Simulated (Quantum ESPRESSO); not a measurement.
Quantum ESPRESSO is run on Bi (R-3m, 2 atoms in the cell), and the run fails. The aim is a zone-centre phonon calculation with DFT, PBE, plane waves, GBRV 1.5 ultrasoft (PBE) pseudopotentials.

The self-consistent step had converged with these keywords: prefix = run; ecutwfc = 40 Ry; ecutrho = 200 Ry; occupations = smearing; smearing = gauss; degauss = 0.019992 Ry; potentials = {Bi: bi_pbe_v1.uspp.F.UPF}; K_POINTS = automatic 12 12 12 0 0 0; conv_thr = 1e-10 Ry; mixing_beta = 0.3. The next shown step is ph.x.

The input file:

```fortran
phonons at the zone centre
&inputph
    prefix = 'run'
    outdir = './tmp'
    tr2_ph = 1.0d-14
    fildyn = 'dyn.G'
    epsil = .true.
/
0.0 0.0 0.0
```

Output, abridged:

```
     Reading xml data from directory:

     ./tmp/run.save/

     G-vector sticks info
     --------------------
     sticks:   dense  smooth     PW     G-vecs:    dense   smooth      PW
     Sum        1069     847    265                22437    16001    2837

     negative rho (up, down):  8.868E-02 0.000E+00
     Reading collected, re-writing distributed wavefunctions in ./tmp/

 %%%%%%%%%%%%%%%%%%%%%%%%%%%%%%%%%%%%%%%%%%%%%%%%%%%%%%%%%%%%%%%%%%%%%%%%%%%%%%
     Error in routine phq_readin (1):
     no elec. field with metals
 %%%%%%%%%%%%%%%%%%%%%%%%%%%%%%%%%%%%%%%%%%%%%%%%%%%%%%%%%%%%%%%%%%%%%%%%%%%%%%

     stopping ...
```

**Question.** From the messages shown, name the fault and mend the input.

**Answer.** The fault is the dielectric response asked with smeared occupations. The response to a homogeneous field is defined for insulators with fixed occupations. To fix it, drop the request, or use fixed occupations in an insulator. The program stopped in the step ph.x before computing anything there.

On the sound input: the starting cell has typed, rounded lattice constants, without a prior relaxation at this level. Its lattice was rescaled by a random factor within 2.5 % of one.
